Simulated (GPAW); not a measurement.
Band structure of CoNiGe (P6_3/mmc, 6 atoms in the cell).

```
CELL_PARAMETERS angstrom
      3.99412     0.00000     0.00000
     -1.99706     3.45901     0.00000
      0.00000     0.00000     5.08234
ATOMIC_POSITIONS crystal
  Co 0.00000 0.00000 0.50000
  Co 0.00000 0.00000 0.00000
  Ni 0.33333 0.66667 0.75000
  Ni 0.66667 0.33333 0.25000
  Ge 0.33333 0.66667 0.25000
  Ge 0.66667 0.33333 0.75000
```

Method of the run: PBEsol, GPAW PAW datasets PBEsol (made by gpaw-setup) (plane waves; GPAW).

Settings: mode = pw; ecut = 800 eV; xc = PBEsol; kpts = 9 9 6; mesh shift (steps) = 0 0 0; occupations.name = fermi-dirac; occupations.width = 0.1 eV; nbands = -12; symmetry.symmorphic = false; symmetry.tolerance = 0.0005; maxiter = 150; bandpath_npoints = 40.

The starting cell comes from a database of computed structures (which also holds hypothetical and non-ambient phases and stackings), without a prior relaxation at this level. Spin polarisation is off.

Levels in eV from the Fermi level, bands 26 to 33:
```tsv
point	26	27	28	29	30	31	32	33
Γ	-0.55	-0.01	-0.01	0.88	2.22	3.11	3.11	3.20
M	-0.79	-0.68	-0.57	-0.54	-0.08	0.03	1.02	2.25
K	-0.88	-0.88	-0.41	-0.41	0.06	0.87	0.87	1.46
A	-0.70	-0.70	-0.70	1.50	1.50	3.56	3.56	3.56
L	-0.84	-0.64	-0.64	-0.43	-0.43	1.33	1.33	2.89
H	-0.76	-0.75	-0.75	-0.51	-0.51	0.28	0.28	5.53
```

Bands cross the Fermi level along this path, so the cell is metallic at this level.
